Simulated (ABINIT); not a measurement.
Troubleshooting ABINIT: a failed run on CaAu5 (F-43m, 6 atoms in the cell). The aim is a self-consistent single point with DFT, LDA (PW92), plane waves, norm-conserving pseudopotentials (PseudoDojo nc-sr-04 LDA standard).

Cell that was meant: a = 5.4780 Å, b = 5.4780 Å, c = 5.4780 Å, α = 60.00°, β = 60.00°, γ = 60.00°.

Part of the input:

```
ixc 7
occopt 7
tsmear 0.136 eV
nband 52
kptopt 1
ngkpt 4 4 4
nshiftk 1
```

Output (repeated stretches shortened):

```
-instrng: 32 lines of input have been read from file run.abi

 For atom type 1, psp file is ./Au.upf
 For atom type 2, psp file is ./Ca.upf

 inpspheads: deduce mpsang = 4, n1xccc = 2501.

=======================================================
 invars1m : enter jdtset= 0
 ingeo: takes atomic coordinates from input array xcart

--- !COMMENT
src_file: m_symfind.F90
src_line: 823
message: |
    The tolerance on symmetries =   1.000E-05 is bigger than 1.0e-8.
    In order to avoid spurious effects, the atomic coordinates have been
    symmetrized before storing them in the dataset internal variable.
    So, do not be surprised by the fact that your input variables (xcart, xred, ...)
    do not correspond exactly to the ones echoed by ABINIT, the latter being used to do the calculations.
    This is not a problem per se.
    Still, in order to avoid this symmetrization (e.g. for specific debugging/development), decrease tolsym to 1.0e-8 or lower,
    or (much preferred) use input primitive vectors that are accurate to better than 1.0e-8.
    This message will only be printed once, even if there are other datasets where tolsym is bigger than 1.0e-8.
...

 symlatt: the Bravais lattice is cF (face-centered cubic)
 symspgr: spgroup= 216  F-4 3 m   (=Td^2)
 symspgr: optical characteristics = isotropic

--- !ERROR
src_file: m_dtset.F90
src_line: 1287
mpi_rank: 0
message: |
    Initialization of occ variables with occopt: 7
    There are not enough bands to get charge balance right with nelect:  1.0500E+02
    Action: modify input file
    (check the pseudopotential charges, the variable cellcharge, the variable jellslab,
    and the declared number of bands, nband)
...

 abinit_abort: decision taken to exit. Check above messages for more info
Abort(13) on node 0 (rank 0 in comm 0): application called MPI_Abort(MPI_COMM_WORLD, 13) - process 0

--- !ERROR
src_file: m_dtset.F90
src_line: 1287
mpi_rank: 0
message: |
    Initialization of occ variables with occopt: 7
    There are not enough bands to get charge balance right with nelect:  1.0500E+02
    Action: modify input file
    (check the pseudopotential charges, the variable cellcharge, the variable jellslab,
    and the declared number of bands, nband)
...
```

Read the log: what does the program object to, and what is the fix?

The fault is too few bands; here the program stops on it instead of giving results. To fix it, raise the band count or leave it to the default. The program stopped before any SCF iteration.

An input that runs soundly differs in these lines (not the only fix; some lines may just follow from the change or write a value another way):
```diff
-nband 52
+nband 66
```

With that input, the run converged in 12 iterations: free energy E − TS -21130.37 eV; Fermi level (on the code's own zero) 10.86 eV; pressure -5.49 GPa; largest force (vector length) 0.091 eV/Å (DFT, LDA (PW92), plane waves, norm-conserving pseudopotentials (PseudoDojo nc-sr-04 LDA standard)).

On the sound input: the starting cell comes from a database of published, mostly measured structures (it also holds non-ambient and calculated ones), without a prior relaxation at this level. With a pressure of about -5 GPa the cell is away from its equilibrium volume at this level.
